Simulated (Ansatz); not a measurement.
Take TiSi₂ (space group Cmcm, No. 63) as the base.

```
CELL_PARAMETERS angstrom
      1.76330    -6.75838     0.00000
      1.76330     6.75838     0.00000
      0.00000     0.00000     3.56518
ATOMIC_POSITIONS crystal
  Si 0.94167 0.05833 0.75000
  Si 0.05833 0.94167 0.25000
  Si 0.25029 0.74971 0.75000
  Si 0.74971 0.25029 0.25000
  Ti 0.60320 0.39680 0.75000
  Ti 0.39680 0.60320 0.25000
```

Cartesian axes are those of the cell as printed.

Method: r2SCAN in Ansatz (plane waves to 500 eV, PAW, no spin-orbit coupling).

Strains are applied to the cell and any free atomic positions relax; under biaxial strain the out-of-plane vector relaxes too; under stress the whole cell relaxes.

One change was made to it. Results:

```tsv
quantity	base	after
volume per atom	14.16 Å³	14.14 Å³
band gap	zero	zero
```

What was done to the base?
A) biaxial strain −2.91 %, plane normal [001], relaxed out of plane
B) strain tensor (xx, yy, zz, yz, xz, xy) = (+0.81, −0.36, −2.02, −1.18, +0.90, −0.59) %
C) uniaxial stress, 1 GPa compression along z
D) biaxial strain +1.24 %, plane normal [001], relaxed out of plane

C, uniaxial stress, 1 GPa compression along z. For comparison, the volume per atom in the other runs: strain tensor (xx, yy, zz, yz, xz, xy) = (+0.81, −0.36, −2.02, −1.18, +0.90, −0.59) % gives 13.93 Å³; biaxial strain +1.24 %, plane normal [001], relaxed out of plane gives 14.43 Å³; biaxial strain −2.91 %, plane normal [001], relaxed out of plane gives 13.55 Å³.

Without a gap, meshes like the base's 14×14×13 leave anisotropic stresses uncertain by several tenths of a GPa, and small strain energies with them. Beyond what the load breaks, stability against distortions was not tested. All final runs are without spin polarisation.

Ansatz is an electronic-structure program.
